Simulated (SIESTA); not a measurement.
Band structure of ZrSe (P-6m2, 2 atoms in the cell).

```
ZrSe
1.0
    3.60943     0.00000     0.00000
   -1.80472     3.12586     0.00000
    0.00000     0.00000     3.66107
Zr Se
1 1
Direct
  0.00000   0.00000   0.00000
  0.33333   0.66667   0.50000
```

Computed with GGA PBEsol, numerical atomic orbitals DZP, PseudoDojo PBEsol standard norm-conserving potentials (rewritten from UPF to PSML) in SIESTA 5.4.2.

Settings: XC.functional = GGA; XC.authors = PBEsol; potentials = PseudoDojo PBEsol standard; PAO.BasisSize = DZP; PAO.EnergyShift = 0.005 Ry; MeshCutoff = 400 Ry; kgrid.MonkhorstPack = 7 7 6; OccupationFunction = FD; ElectronicTemperature = 0.136 eV; MaxSCFIterations = 150; SCF.Mixer.Method = Broyden; SCF.Mixer.Weight = 0.2; SCF.Mixer.History = 8; SCF.DM.Tolerance = 1.0E-05.

The starting cell comes from a database of computed structures (which also holds hypothetical and non-ambient phases and stackings), without a prior relaxation at this level. Its lattice was rescaled by a random factor within 2.5 % of one. Values carry the incompleteness of an atom-centred basis.

Levels in eV from the Fermi level, bands 11 to 16:
```
point     11     12     13     14     15    16
-----  -----  -----  -----  -----  -----  ----
Γ      -3.42  -3.42  -3.25  -2.53   1.58  1.58
M      -7.09  -4.42  -3.14  -2.04   1.08  2.56
K      -6.41  -5.39  -4.40   0.10   0.45  1.06
A      -7.54  -2.98  -2.98  -0.11  -0.11  1.44
L      -6.11  -5.93  -4.50  -0.71   2.29  2.64
H      -6.40  -5.90  -4.57  -0.32   2.43  2.46
```

Bands cross the Fermi level along this path, so the cell is metallic at this level.

Higher empty bands are left out: an atom-centred basis made for the valence describes them poorly.
